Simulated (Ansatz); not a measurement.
The parent structure is BAs in the zinc blende structure (space group F-43m, No. 216).

```yaml
crystal:
  lattice:
    - [0.00000, 2.39193, 2.39193]
    - [2.39193, 0.00000, 2.39193]
    - [2.39193, 2.39193, 0.00000]
  atoms:
    - { symbol: B, position: [0.00000, 0.00000, 0.00000] }
    - { symbol: As, position: [0.25000, 0.25000, 0.25000] }
```

Cartesian axes are those of the cell as printed.

Method: Kohn–Sham DFT with the r2SCAN functional, run in Ansatz (an electronic-structure program) with PAW and 500 eV plane waves, no spin-orbit coupling.

Strains are applied to the cell and any free atomic positions relax; under biaxial strain the out-of-plane vector relaxes too.

One change was made to it. Results:

The hole mass is 0.10 mₑ out of plane, 0.50 mₑ in plane (at Γ); the smallest direct gap decreases by 0.12 eV, from 3.44 eV to 3.32 eV.

Task: Which change produced these results?
A. biaxial strain +0.42 %, plane normal [111], relaxed out of plane
B. biaxial strain +2.50 %, plane normal [111], relaxed out of plane
C. biaxial strain +0.83 %, plane normal [111], relaxed out of plane
D. biaxial strain +2.08 %, plane normal [111], relaxed out of plane
E. biaxial strain +1.25 %, plane normal [111], relaxed out of plane

Result: C, biaxial strain +0.83 %, plane normal [111], relaxed out of plane. For comparison, the hole mass in the other runs: biaxial strain +2.50 %, plane normal [111], relaxed out of plane gives 0.12 mₑ out of plane, 0.44 mₑ in plane (at Γ); biaxial strain +1.25 %, plane normal [111], relaxed out of plane gives 0.11 mₑ out of plane, 0.48 mₑ in plane (at Γ); biaxial strain +0.42 %, plane normal [111], relaxed out of plane gives 0.10 mₑ out of plane, 0.52 mₑ in plane (at Γ); biaxial strain +2.08 %, plane normal [111], relaxed out of plane gives 0.11 mₑ out of plane, 0.45 mₑ in plane (at Γ).

Masses are band curvatures over ±0.01 Å⁻¹ around the edge. No phonon test of stability was made.
